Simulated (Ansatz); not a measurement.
Band structure of Pt3W (I4/mmm, 4 atoms in the cell).

```
Pt3W
1.0
   -1.94790     1.94790     4.01834
    1.94790    -1.94790     4.01834
    1.94790     1.94790    -4.01834
Pt W
3 1
Direct
  0.75000   0.25000   0.50000
  0.25000   0.75000   0.50000
  0.50000   0.50000   0.00000
  0.00000   0.00000   0.00000
```

Computed with PBEsol, PAW files made with PBE (plane waves; Ansatz, a program for electronic structure).

Settings: basis.ecutwfc = 420 eV; kpoints.mp_grid.grid = 8 8 8; hamiltonian.xc = pbesol; hamiltonian.pseudopotentials = {kind: paw} (the program's default PAW files); scf.occupations.method = fermi_dirac; scf.occupations.width = 0.1 eV; kpoints.band_path.npoints = 8.

The starting cell comes from a database of computed structures (which also holds hypothetical and non-ambient phases and stackings), without a prior relaxation at this level. Spin-orbit coupling is off. Spin polarisation is off.

Levels in eV from the Fermi level, bands 31 to 38:
| point | 31 | 32 | 33 | 34 | 35 | 36 | 37 | 38 |
|---|---|---|---|---|---|---|---|---|
| Γ | -1.51 | -0.23 | 0.11 | 1.12 | 1.24 | 1.44 | 1.44 | 3.06 |
| X | -1.84 | -1.01 | -0.91 | -0.67 | 0.67 | 1.19 | 1.27 | 1.56 |
| Y | -1.74 | -1.65 | -1.63 | -0.86 | 1.16 | 1.17 | 1.25 | 1.31 |
| S | -2.41 | -1.67 | -1.28 | -0.71 | -0.25 | 0.44 | 1.74 | 1.98 |
| Z | -1.30 | -0.71 | 0.11 | 1.52 | 1.63 | 1.71 | 1.71 | 1.85 |
| S1 | -2.41 | -1.67 | -1.28 | -0.71 | -0.25 | 0.44 | 1.74 | 1.98 |
| N | -2.47 | -1.68 | -0.99 | -0.72 | -0.48 | 0.18 | 1.36 | 1.75 |
| P | -2.78 | -2.67 | -1.22 | 0.52 | 0.52 | 1.09 | 1.29 | 1.29 |
| Y1 | -1.74 | -1.65 | -1.63 | -0.86 | 1.16 | 1.17 | 1.25 | 1.31 |

Bands cross the Fermi level along this path, so the cell is metallic at this level.

Keys are those of Ansatz 0.2.
